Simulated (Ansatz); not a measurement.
**WSi2: strain along the normal**

WSi2 (MoSi2 type, I4/mmm, 13.144 Å³/atom at rest, c along z) under an equal strain ε in the (001) plane with the normal axis free, as in a coherent film. LDA in Ansatz, a plane-wave DFT program (PAW, default set), 420 eV, 25×25×25 Γ-centred mesh, Fermi-Dirac smearing 0.10 eV; ions are relaxed within the symmetry of each cell.

Here s stands for strain and y for normal strain.

| strain (%) | normal strain (%) |
|---|---|
| -3.00 | ? |
| -1.50 | 0.59 |
| -1.00 | 0.39 |
| -0.50 | 0.19 |
| 0.00 | 0.00 |
| 0.50 | -0.18 |
| 1.00 | -0.35 |
| 1.50 | -0.51 |

Fit y of the 7 rows that show it with a straight line. Means: s 0, y 0.019. About the means, the sum of products is -2.5750 and the sum of squares of s is 7.0000; the slope is their ratio. Least squares gives y = 0.019 - 0.3679·s. Residuals (row less fit): 0.019, 0.003, -0.013, -0.019, -0.015, -0.001, 0.023; standard error 0.018 (degrees of freedom: 5). The slope, -0.37 ± 0.01, is the elastic response of the normal axis, −2C13/C33.

### Question
Predict the withheld y at s = -3.00 from the fit, and compare with the calculation.

### Answer
y = 0.019 - 0.3679 × (-3.0) = 1.123%. The calculation gives 1.30%, 0.177% above the prediction (9.8 % of the range of y in the table). The row lies outside the fitted rows, so this is an extrapolation. From the scatter of the fitted rows alone, a prediction at this place has a standard error of 0.028%, so the miss is 6.3 times that.

One order more, fitted to all 13 runs of the series, follows each within 0.01, so the miss is the next term of a smooth law. In a metal these values are sensitive to mesh and smearing; energies are taken to zero smearing, stresses follow the free energy. Rows are the converged runs of the series near zero and its far end; series whose fitted rows scatter by over a few per cent of the range, as at a crossing or softening among them, aren't shown in this form. Most that stay on the fit to the last digits aren't either.
